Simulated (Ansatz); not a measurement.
Functionals compared on Br on the 1x1 (10-10) surface of wurtzite ZnO (cut with top plane O + Zn), one in a 2x1 cell, started at the site 'bridge Zn-Zn (span 3.3 Å) #2', in Ansatz (plane waves, PAW). The structure was relaxed with PBE; the other rows are single points on it, each with its references at the same level. Cutoff 420 eV (500 eV for r2SCAN). The points keep PBE's geometry, so the relaxation of a polaron and the settling of charge on one site are left out.

Host crystal: wurtzite ZnO, with a band gap (PBE, scalar-relativistic without spin-orbit coupling).

Set-up: 33 atoms, 9.4 Å thick at the start under the adsorbate (thin: gaps and levels are the slab's own); mesh 3x4x1; 0.01 eV smearing; dipole correction on; 16 atoms held, the rest relaxed; no symmetry held; spin-polarised, ending with about 1.0 μB a cell, a value that depends on the mesh; orders that need a larger cell were not tried, no spin-orbit, no U, no dispersion correction. Its gap by band count is narrow, 0.05 eV on this mesh, and the smearing reaches across it. At the end it is bonded to Zn. In PBE it is, or lies within 0.03 eV of, the lowest of the starts that converged. These notes are the PBE run's. RPBE: The program's check for a lower electronic state was not made. r2SCAN: The program's check for a lower electronic state was not made. Adsorption energies are against ½ Br2(g). A negative adsorption energy means that the adsorbate is more stable on the surface than in its reference.

```tsv
functional	adsorption energy (eV)	rough cost of the single point
PBE	-0.14	–
RPBE	-0.04	around 4 core-minutes (rough)
r2SCAN	?	very roughly 8 core-minutes
```

Task: Some entries are withheld; supply them.

Result: 
- r2SCAN, adsorption energy (eV): -0.32

Ansatz is a quantum-chemistry and plane-wave program.
